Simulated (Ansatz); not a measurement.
Input:

```
CELL_PARAMETERS angstrom
      0.00000     2.00589     2.00589
      2.00589     0.00000     2.00589
      2.00589     2.00589     0.00000
ATOMIC_POSITIONS crystal
  Pt 0.00000 0.00000 0.00000
```

No spin polarisation.

All numbers come from PBE, PAW, 420 eV (Ansatz, a quantum-chemistry and plane-wave program; scalar-relativistic without spin-orbit coupling). k-mesh 28×28×28 (Γ-centred); smearing 0.1 eV (Fermi–Dirac).

### Question
Predict the band gap, space group and pressure.

### Answer
Band gap: zero
Space group: Fm-3m (No. 225)
Pressure: -6.8 GPa

The cells carry an imposed strain or load. Stability against distortions was not tested. All final runs are without spin polarisation. The cell was made from Pt in the fcc (Cu type) structure (space group Fm-3m, No. 225) by this change: isotropic strain +1.00 %. Pt lies near a magnetic instability that expansion can trigger; it was not tested.
